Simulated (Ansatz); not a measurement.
# SrLi4P2: response to strain

The parent structure is SrLi$_{4}$P$_{2}$ (space group R-3m, No. 166; a = 4.251 Å, c = 23.246 Å (hexagonal axes); a cell from a computed database, its experimental status unchecked). Axes: x lies along a and z along c of the hexagonal cell.

Strains are applied to the cell and any free atomic positions relax; under biaxial strain the out-of-plane vector relaxes too; under stress the whole cell relaxes.

Calculations: PBEsol (Ansatz, a first-principles code, PAW, spin-orbit coupling left out).

| change | volume per atom | band gap | space group |
|---|---|---|---|
| base | 17.32 Å³ | 0.89 eV | R-3m (No. 166) |
| biaxial strain −4.20 %, plane normal [001], relaxed out of plane | 16.07 Å³ | 0.59 eV | R-3m (No. 166) |
| biaxial strain −1.72 %, plane normal [001], relaxed out of plane | 16.80 Å³ | 0.78 eV | R-3m (No. 166) |
| biaxial strain +0.80 %, plane normal [001], relaxed out of plane | 17.56 Å³ | 0.94 eV | R-3m (No. 166) |
| isotropic strain +1.00 % | 17.84 Å³ | 0.92 eV | R-3m (No. 166) |
| uniaxial strain ε_xx = −4.88 % | 16.47 Å³ | 0.56 eV | C2/m (No. 12) |
| uniaxial stress, 3 GPa compression along x | 16.99 Å³ | 0.69 eV | C2/m (No. 12) |
| uniaxial stress, 1 GPa compression along z | 17.18 Å³ | 0.92 eV | R-3m (No. 166) |

Beyond what the load breaks, stability against distortions was not tested.
